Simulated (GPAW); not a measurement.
Pressure against volume in zinc-blende CdTe (space group 216) (GPAW, LDA)

```
CELL_PARAMETERS angstrom
      0.00000     3.11399     3.11399
      3.11399     0.00000     3.11399
      3.11399     3.11399     0.00000
ATOMIC_POSITIONS crystal
  Cd 0.00000 0.00000 0.00000
  Te 0.75000 0.75000 0.75000
```

Level of theory: LDA (Perdew-Wang 92), GPAW PAW datasets LDA (gpaw-data 1.0.1) (plane waves; GPAW). Settings: mode = pw; ecut = 585 eV; xc = LDA; kpts = 9 9 9; mesh shift (steps) = 0 0 0; occupations.name = fermi-dirac; occupations.width = 0.01 eV; nbands = -6; convergence.density = 1e-05 e/electron; convergence.energy = 1e-05 eV/electron; convergence.bands = -4; symmetry.symmorphic = false; symmetry.tolerance = 0.0005; maxiter = 100. The cell above is the first row's. The rows scale it uniformly. In all rows fractional positions and the k mesh are held.

```csv
V (Å^3/atom),P (GPa)
30.196,4.29
30.852,2.92
31.509,1.71
32.165,0.64
32.822,-0.33
33.478,-1.19
34.135,-1.95
34.791,-2.62
35.448,?
```

Fit P of the 8 rows that show it with a cubic. With u = V - 32.5, the rows have u = -2.3040, -1.6480, -0.9910, -0.3350, 0.3220, 0.9780, 1.6350, 2.2910. Least squares gives P = 0.126 - 1.4633·u + 0.13178·u² - 0.00729·u³. Residuals (row less fit): 0.004, -0.008, -0.003, 0.009, 0.002, -0.004, -0.004, 0.002; standard error 0.007 (degrees of freedom: 4). The fitted pressure is zero at V0 = 32.59, where dP/dV = -1.441, so B0 = -V0·dP/dV = 46.9 GPa.

### Question
Predict the withheld P at V = 35.448 from the fit, and compare with the calculation.

### Answer
u = 2.9480, so P = 0.126 - 1.4633 × 2.9480 + 0.13178 × 2.9480² - 0.00729 × 2.9480³ = -3.229 GPa. The calculation gives -3.23 GPa, which the fit meets to the printed digits. The row lies outside the fitted rows, so this is an extrapolation. From the scatter of the fitted rows alone, a prediction at this place has a standard error of 0.019 GPa, so the miss is 0.1 times that.

Carrying the step between the two nearest rows on in a straight line would have given -3.29, off by 0.06; series whose last step already gives the withheld value aren't shown. The scan was laid around a cell of about the measured size, scaled by a guess for this functional. The runs keep the symmetry of the cell, so they don't test it for distortions. Spin-orbit coupling is off. Cutoffs and mesh are single choices, not tested for convergence of this quantity. Series with a scatter that would blur these digits, or in which a gap closes, are not shown.
